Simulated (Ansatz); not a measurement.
The starting structures come from a database of crystals and need not be the phases stable at ambient conditions.

By PBEsol, the system below comes out a metal.

The ballistic (Sharvin) conductance counts the channels at the Fermi level: G/A = (e²/h) × channels of both spins per area.

Data:

```
CELL_PARAMETERS angstrom
      3.53436     0.00000     0.00000
      0.00000     3.53436     0.00000
      1.76718    -1.76718     4.70583
ATOMIC_POSITIONS crystal
  Y  0.00000 0.00000 0.00000
  Co 0.25000 0.25000 0.50000
  Co 0.75000 0.75000 0.50000
  B  0.34534 0.65466 0.30932
  B  0.65466 0.34534 0.69068
```

Space group of this cell: I4/mmm. The cell is taken as given; by PBEsol its mean pressure is -3.2 GPa.

The current flows along the normal of the first two printed cell vectors, the (001) plane of the conventional cell. No spin-orbit coupling; the value is a mean over 0.1 eV about the Fermi level.

Question: Give the ballistic conductance per area that Ansatz (a first-principles code) with PBEsol yields.

Answer: 0.67 × 10¹⁵ S/m² for both spins.
